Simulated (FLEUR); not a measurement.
Input and output of a self-consistent single point for SrCu2Ge2 (I4/mmm, 5 atoms in the cell) (FLEUR).

Level of theory: LDA (Perdew-Zunger), all-electron FLAPW (FLEUR), scalar-relativistic valence.

```xyz
5
Lattice="-2.1537 2.1537 5.1950 2.1537 -2.1537 5.1950 2.1537 2.1537 -5.1950" Properties=species:S:1:pos:R:3 pbc="T T T"
Sr     0.0000     0.0000     0.0000
Cu     2.1537     0.0000     2.5975
Cu     0.0000     2.1537     2.5975
Ge     0.0000     0.0000     6.5143
Ge     0.0000     0.0000     3.8757
```

Reference input (self-consistent single point, DFT, PBEsol, all-electron FLAPW (FLEUR), scalar-relativistic valence): Kmax = 3.8 1/bohr; GmaxXC = 15.2 1/bohr; xcFunctional = PBEs; jspins = 1; l_soc = F; mode = hist; fermiSmearingEnergy = 0.00499791 Htr; mesh (inpgen div1-3) = 7 7 7; inpgen gamma flag = false; Gmax = 15.2 1/bohr; numbands = 0; maxIterBroyd = 99. This run's input differs from it in these lines:

```diff
@@ -17,3 +17,3 @@
 &comp jspins=1 /
-&exco xctyp='PBEs' /
+&exco xctyp='pz' /
 &kpt div1=7 div2=7 div3=7 /
@@ -30,3 +30,3 @@
       <coreElectrons ctail="T" frcor="F" kcrel="0" coretail_lmax="0"/>
-      <xcFunctional name="PBEs" relativisticCorrections="F"/>
+      <xcFunctional name="pz" relativisticCorrections="F"/>
       <magnetism jspins="1"/>
```

Log, with long lists cut:

```
 Iteration:     1   Distance:      28.76544107 me/bohr^3
 Iteration:     2   Distance:      15.03980763 me/bohr^3
 Iteration:     3   Distance:       5.44099059 me/bohr^3
 Iteration:     4   Distance:       5.91458031 me/bohr^3
 Iteration:     5   Distance:       2.20985520 me/bohr^3
   [... 11 lines left out ...]
 Iteration:    17   Distance:       0.00018918 me/bohr^3
 Iteration:    18   Distance:       0.00002549 me/bohr^3
 Iteration:    19   Distance:       0.00001424 me/bohr^3
 Iteration:    20   Distance:       0.00000143 me/bohr^3
 Reset of history
 Run finished successfully
 Stop message:
   Structural relaxation: new displacements generated

[file out, last iteration]
             iter=     21
[...]
          total density-effective poten   -1.7077247186E+04
          total charge density-energy d   -3.8519814009E+02
 Updated energy parameters for spin:           1
[...]
 fermi energy and band-weighting factors:

[...]
FERMIE:
          first approx. to ef    (T=0)  :   0.264907 htr   (energy of the highest occ. eigenvalue)
          number of occ. states  (T=0)  :       1195
          first approx. to seigv (T=0)  : -12.297058 htr
          sum of weights of occ. states :  30.020408
          sum of semicore charge        :   0.000000 e
FERHIS:  Fermi-Energy by histogram:
          bandgap                     :   0.000199 htr
   [... lines left out ...]
          charge neutrality (T=0)     :   0.040816    (zero if the highest occ. eigenvalue is "entirely" occupied)
     EF_NEWTON:  Adjust Fermi-Energy by Newton-Method.
 Direct bandgap for spin            1 :    1.5031535032219101E-002  Htr
 ---->    free energy=                    -10673.5826809256 htr
   [... lines left out ...]
 TOTAL FORCE FOR ATOM TYPE=  1  X=  0.000   Y=  0.000   Z=  0.000
                       FX_TOT= 0.000000 FY_TOT= 0.000000 FZ_TOT= 0.000000
 TOTAL FORCE FOR ATOM TYPE=  2  X=  0.000   Y=  4.070   Z= -4.909
                       FX_TOT= 0.000000 FY_TOT= 0.000000 FZ_TOT= 0.000000
 TOTAL FORCE FOR ATOM TYPE=  3  X=  0.000   Y=  0.000   Z= -7.324
                       FX_TOT= 0.000000 FY_TOT= 0.000000 FZ_TOT= 0.005726
```

The run converged in 20 iterations. FLEUR gives forces in its relaxation mode, with a further iteration, so its stop message speaks of a relaxation. Against the reference run the largest force goes from 0.179 to 0.294 eV/Å.

The starting cell comes from a database of computed structures (which also holds hypothetical and non-ambient phases and stackings), without a prior relaxation at this level. Its lattice was rescaled by a random factor within 2.5 % of one. Spin polarisation is off. Values depend on the basis (sphere radii, cutoffs, local orbitals), which need not be converged. The log's line on a gap gives a spacing of levels on this mesh, which the program prints for metals too.

Cost on one core of a shared machine: roughly 5 min.
